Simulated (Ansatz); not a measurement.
# Formation enthalpy of GePt (model structure, started from the CrB type, Cmcm, No. 63, 4 atoms in the cell) at several levels of theory

No measured value is used here.

```csv
level (code),value (eV/atom)
PBE (Ansatz),…
PBEsol (Ansatz),-0.370
PBE-D3(BJ) (Ansatz),-0.357
```

### Question
Fill in the missing entries.

### Answer

- PBE (Ansatz, a program for electronic structure), value (eV/atom): -0.340

Density-functional levels without +SOC have no spin–orbit coupling, which shifts binding energies of heavy elements. Each level is taken at its own relaxed cell. Ansatz's density-functional and Hartree–Fock values are scalar-relativistic unless marked +SOC, with PAW data made under PBE.

A model structure was made by putting elements into a prototype or built by hand; it is no filed structure, need not be a known phase, and can be a saddle point held by its symmetry.
